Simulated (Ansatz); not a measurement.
The starting structures come from a database of crystals and need not be the phases stable at ambient conditions.

 Where the default PAW files enter, the runs use the earlier of Ansatz's two default sets.

By PBEsol, the system below comes out a metal.

Without scattering a metal conducts by its projected Fermi surface.

Consider the following.

```
Mo3Si
1.0
    4.88970     0.00000     0.00000
    0.00000     6.91508     0.00000
    0.00000     3.45754     3.56127
Si Mo
2 6
Direct
  0.50000   0.50000   0.00000
  0.00000   0.00000   0.00000
  0.75000   0.00000   0.50000
  0.25000   0.00000   0.50000
  0.50000   0.75000   0.25000
  0.50000   0.25000   0.75000
  0.00000   0.50000   0.75000
  0.00000   0.50000   0.25000
```

Space group of this cell: Cccm. The cell is strained (lengths along the current scaled by 1.03, ions clamped); by PBEsol its mean pressure is -11.3 GPa.

The current flows along the normal of the first two printed cell vectors. No spin-orbit coupling; the value is a mean over 0.1 eV about the Fermi level.

**Question.** Compute, with PBEsol in Ansatz (a quantum-chemistry and plane-wave program), the ballistic conductance per area.

**Answer.** 0.75 × 10¹⁵ S/m² for both spins.
